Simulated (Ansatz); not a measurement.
Consider ZrS2 in the CdI2 type structure (space group P-3m1, No. 164; a = 3.635 Å, c = 5.720 Å; layered, stacked along the Cartesian z axis). Axes: x lies along a and z along c of the hexagonal cell.

All numbers come from Ansatz (a first-principles code) PBE-D3(BJ), scalar-relativistic without spin-orbit coupling.

Before the change:

```
Quantity                               Value
---------------------  ---------------------
Band gap                             0.66 eV
Pressure                            0.00 GPa
Valence-band top at Γ  0.00, -0.24, -0.24 eV
```

One thing is altered: biaxial strain −3.00 %, plane normal [001], relaxed out of plane (Cartesian); in-plane vectors clamped, the third vector and the atoms free.

Task: Estimate the effect on the band gap, pressure and valence-band top at Γ.

Result: The band gap drops by 0.21 eV, from 0.66 eV to 0.45 eV; the pressure (mean of the normal stresses, compression positive) goes from zero to 3.58 GPa; the valence-band top at Γ (three highest levels, from the VBM) changes from 0.00, -0.24, -0.24 eV to 0.00, 0.00, -0.01 eV.

Whether these cells are dynamically stable was not tested.
